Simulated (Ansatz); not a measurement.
Cell and atoms of amorphous Al28O43Zn:

```xyz
72
Lattice="9.4984 -0.2206 0.1151 -0.2206 9.2763 0.0517 0.1151 0.0517 8.9596" Properties=species:S:1:pos:R:3 pbc="T T T"
Al     4.4487     6.8818     5.7442
Al     7.4869     6.6487     2.5617
Al     7.3565     4.4834     0.9505
Al     0.7266     4.6557     7.2708
Al     5.6603     5.8418     8.4152
Al     7.6762     0.3126     8.4626
Al     0.5875     3.1218     4.2279
Al     5.8671     0.0118     3.8348
Al     2.8865     9.0184     5.8226
Al     0.3328     9.0325     3.8614
Al     7.7266     1.4681     5.2648
Al     4.9511     0.4785     8.0283
Al     6.6044     3.5251     3.8344
Al     5.3363     2.1209     1.5717
Al     0.0148     2.3081     0.8257
Al     0.2747     8.7204     1.2239
Al     0.7967     1.6664     6.9247
Al     8.4310     5.2055     5.1768
Al     0.3526     7.7631     7.1241
Al     2.9303     7.5069     8.6326
Al     7.4865     3.2029     7.5722
Al     2.8161     3.3493     8.7228
Al     4.6646     2.8363     6.1524
Al     2.8869     1.5865     2.5142
Al     0.9083     4.8721     1.7794
Al     1.6879     6.3611     4.9254
Al     7.1746     7.7734     6.5064
Al     3.3524     4.3344     3.7623
O      2.4498     2.7273     3.8757
O      8.9469     7.7876     2.7819
O      8.7558     5.3492     1.7713
O      1.4696     0.0584     6.6266
O      5.9033     6.3908     6.6495
O      3.7950     3.7444     7.3559
O      6.6147     6.2184     0.9197
O      0.5884     5.1381     4.2891
O      6.0540     1.3567     0.1294
O      1.7097     8.1121     4.5604
O      3.3682     7.6900     6.9333
O      8.5001     4.5863     6.9228
O      6.1709     7.9815     2.7487
O      8.2453     3.2829     4.7002
O      3.6247     8.8996     0.3560
O      8.3441     3.1467     0.1802
O      4.8665     3.6302     4.5012
O      1.1906     7.7608     8.9593
O      7.1086     5.4388     3.9404
O      6.2735     3.5548     2.0753
O      8.7644     0.4705     0.8529
O      4.3497     8.4151     4.8167
O      6.3357     4.2463     8.4631
O      1.5309     0.4370     2.3048
O      0.4766     3.1592     2.2883
O      6.0710     8.7034     7.7305
O      6.9346     9.0103     5.2553
O      8.4607     1.4653     7.1777
O      2.5014     5.1892     2.4760
O      1.4705     2.0631     8.5868
O      6.6841     1.6381     3.7624
O      1.5175     4.6204     8.9274
O      1.1014     3.2434     6.1714
O      0.0441     1.2984     4.5681
O      4.5436     0.9371     2.7271
O      1.2807     6.2527     6.7071
O      4.0229     6.2836     0.1968
O      6.3933     2.4840     6.3501
O      3.3619     5.7377     4.9299
O      3.5844     2.6330     1.1711
O      4.0377     1.1420     6.5725
O      8.6731     6.9960     5.7068
O      8.3332     8.0800     7.9259
Zn     4.8808     7.6882     1.4230
```

All values below come from PBE, scalar-relativistic without spin-orbit coupling (plane waves to 420 eV, PAW; Ansatz, a program for electronic structure).

A CHGNet melt-quench gave the starting glass, which DFT then relaxed. O atoms were pushed apart under 1.9 Å during the dynamics, to hinder bonds among them. The hot cell started wider than the set density and was brought back towards it in steps. It is the lowest in DFT energy of 2 quenches. It is a model cell: composition and starting density were chosen by hand, and all elements were melted together. No dispersion term was used. Its density started from a set value of 3.17 and ended at 3.18 g/cm³. The quench (nominally 340 K/ps over its main leg) was far faster than any real one, so the model tends to hold more defects than a real film. One small periodic cell is one sample of the glass; other quenches scatter about these values. Volume and shape were free in the relaxation.

Neighbours within Al-Al 2.66 Å, Al-O 2.20 Å, Al-Zn 2.67 Å, O-O 1.58 Å, O-Zn 2.26 Å, Zn-Zn 2.68 Å count as bonded. Two cations that share two anions don't count as bonded, nor two that share one unless they lie closer than Al-Al 2.59 Å, Al-Zn 2.60 Å, Zn-Zn 2.61 Å.

Problem. Give the coordination numbers, mean bond lengths and angles.

Solution. 
```
Quantity                                                          Result
---------------------------------  -------------------------------------
Mean coordination of Al by anions  4.50 (16 with 4, 10 with 5, 2 with 6)
Mean coordination of O              3.00 (2 with 2, 39 with 3, 2 with 4)
Mean coordination of Zn by anions                        3.00 (1 with 3)
Mean Al-O bond                     1.845 Å (spread 0.071 Å, 126 counted)
Mean O-Zn bond                       1.990 Å (spread 0.083 Å, 3 counted)
Bond angle at Al                               mean 107.3°, spread 22.2°
Bond angle at O                                mean 115.9°, spread 17.4°
```

Problem. List the pairs of like atoms that count as bonded by the rules above.

Solution. There are none by these rules.
